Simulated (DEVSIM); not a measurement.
Structure: Pd/SiO2/n-Si capacitor, at 300 K.

| layer (left to right) | material | thickness (nm) | Nd (cm⁻³) |
|---|---|---|---|
| 1 | SiO2 | 13.0 | - |
| 2 | Si | 4700 | 1.5e16 |

Metal gate on the left, work function 5.2 eV. Fixed charge at the semiconductor interface 0 cm⁻² (in units of +e); no interface traps.

The device is made up for the run: typed textbook-type constants, with dimensions and the other settings drawn at random. Values at 300 K.

```
parameter      SiO2       Si
-------------  ----  -------
gap (eV)          9    1.124
affinity (eV)   0.9     4.05
permittivity    3.9     11.7
Nc (cm⁻³)         -  2.86e19
Nv (cm⁻³)         -   3.1e19
```

Simulated with DEVSIM: 1D Poisson equation in equilibrium, Boltzmann statistics, complete ionisation; no quantum confinement or tunnelling. Metal contacts follow the ideal Schottky-Mott rule: no Fermi-level pinning, no interface dipoles.

Base results: flat-band voltage (V) 0.95; minimum of the low-frequency capacitance (μF/cm²) 0.0395; threshold voltage (band bending 2φF) (V) 0.00.

Problem. What follows from this one change: fixed charge 0 → -3.45e+11 cm^-2?

Solution. flat-band voltage 0.95 → 1.16 V; minimum of the low-frequency capacitance little changed (0.0397 μF/cm²); threshold voltage (band bending 2φF) 0.00 → 0.20 V.

Problem. What follows from this one change: gate work function 5.2 → 4.9 eV?

Solution. flat-band voltage 0.95 → 0.65 V; minimum of the low-frequency capacitance little changed (0.0395 μF/cm²); threshold voltage (band bending 2φF) 0.00 → -0.30 V.

Problem. What follows from this one change: substrate doping 1.5e+16 → 7.5e+15 cm^-3?

Solution. flat-band voltage 0.95 → 0.94 V; minimum of the low-frequency capacitance 0.0395 → 0.0299 μF/cm²; threshold voltage (band bending 2φF) 0.00 → 0.09 V.

Problem. What follows from this one change: interface trap density 0 → 1e+10 cm^-2 eV^-1?

Solution. flat-band voltage little changed (0.96 V); minimum of the low-frequency capacitance 0.0395 → 0.0407 μF/cm²; threshold voltage (band bending 2φF) little changed (0.00 V).
